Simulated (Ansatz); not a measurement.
**Mg on the Cu site (Mg_Cu) in fcc Cu**

All values below come from PBE, PAW (plane waves to 420 eV; Ansatz, a quantum-chemistry and plane-wave program). Cell and caveats: 32-site cell; 6×6×6 shifted k-points; start: the Cu site; no Hubbard U; finite-size errors of tenths of an eV; the relaxation kept the symmetry of the starting site.

Neighbours after relaxation, in Å: of the Mg atom: Cu 2.61, Cu 2.61, Cu 2.61, Cu 2.61, Cu 2.61, Cu 2.61, Cu 2.61, Cu 2.61 (the shell may go on).

Formation energies E_f are those of the neutral cell. Chemical conditions: impurity bounded by its compound with the host (Δμ(Cu) = 0.00 eV, Δμ(Mg) = -0.45 eV, bounded by MgCu2 (Fd-3m); only phases computed here count, gases as isolated molecules at 0 K). Reference phases: Cu: fcc Cu, Mg: hcp Mg.

| charge | moment (μB) | point group | largest move off a lattice site (Å) | E_f, impurity bounded by its compound with the host (eV) |
|---|---|---|---|---|
| 0 | not spin-polarised | Oh | 0.04 | 0.35 |

Point groups are those of the whole cell at tolerances of 0.03 and 0.1 Å ("near" where only the looser one holds); none is given for unsettled states.

All states together cost about 4 core-minutes (a rough figure).
